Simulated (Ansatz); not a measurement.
## A computed series for CdSe: pressure series

Consider CdSe in the wurtzite structure (space group P6_3mc, No. 186).

Space group P6₃mc (No. 186); a = b = 4.340 Å, c = 7.078 Å, α = β = 90.00°, γ = 120.00°

```tsv
atom	site	symmetry	x	y	z
Cd	2b	3m.	0.6667	0.3333	0.0006
Se	2b	3m.	0.3333	0.6667	0.1246
```

Cell and atoms are relaxed at each pressure.

Level of theory: r2SCAN (Ansatz, a program for electronic structure), no spin-orbit coupling.

| pressure (GPa) | band gap (eV) |
|---|---|
| -2 | 1.00 |
| -1 | 1.06 |
| 0 | 1.11 |
| 0.3 | ? |
| 0.7 | 1.14 |
| 1.5 | 1.17 |
| 5 | 1.29 |
| 7.5 | 1.36 |
| 10 | 1.42 |

Question: Fit E_g = E₀ + αP + βP² to the rows shown and predict the withheld row.

Answer: Least squares on the printed values gives E₀ = 1.10 eV, α = 45.2 meV/GPa, β = -1.4 meV/GPa² (largest residual 0.01 eV); this predicts 1.12 eV, and the run gives 1.12 eV, in agreement.

Load acts through the strain it causes; cell and atoms are relaxed under it. Stability against distortions was not tested. Measured, CdSe leaves this structure (for rock salt) near 2.72 GPa (temperature not stated; as listed in Datta, Sujoy, Jana, Debnarayan, arXiv (2020)), on rising pressure, with hysteresis.
